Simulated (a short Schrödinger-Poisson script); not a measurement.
Stack: symmetric double-gate stack, SiO2 on p-type Ge(111), at 77 K.

| layer | material | thickness (nm) | Na (cm⁻³) |
|---|---|---|---|
| 1 | SiO2 | 2.3 | - |
| 2 | Ge | 20 | 1e18 |
| 3 | SiO2 | 2.3 | - |

The device is made up for the run: typed textbook-type constants, with dimensions and the other settings drawn at random. SiO2: permittivity 3.9, conduction-band edge (eV) 3.1, gap (eV) 9, electron mass (mₑ) 0.5. Ge: permittivity 16, conduction-band edge (eV) 0, gap (eV) 0.664, Nv at 300 K (cm⁻³) 6e18.

Channel valleys (confinement mass, in-plane density-of-states mass, number): L1 1.59, 0.08, 1; L3 0.09, 0.34, 3. At the gates, both at one voltage, the conduction-band edge of layer 1 lies 3.17 eV − eVg above the Fermi level of the channel. Gaps are held at their typed values at every temperature. Mesh 0.03 nm at interfaces.

From a short Schrödinger-Poisson script (our own, NumPy): 1D Poisson equation in equilibrium, electrons quantum, Hartree (BenDaniel-Duke, 12 states a valley, the channel's in-plane mass for all, wave functions ending at the dielectric), parabolic valleys, classical holes, full ionisation, no traps, pinning or gate leakage.

Problem. List the lowest subbands of each valley and their electrons at Vg = 1.5 V.

Solution. 
```csv
valley,subband,energy from the Fermi level (meV),electrons (cm⁻²),share (%)
L1,0,-138.8,4.64e12,23.9
L1,1,-138.8,4.64e12,23.9
L1,2,-60.3,2.02e12,10.4
L3,0,-5.3,3.30e12,17.0
L3,1,2.0,1.57e12,8.1
L3,2,61.2,2.81e8,0.0
```

All electrons: 1.94e13 cm⁻². Only the L valleys are kept; under strong confinement the Δ valleys of Ge fill too.
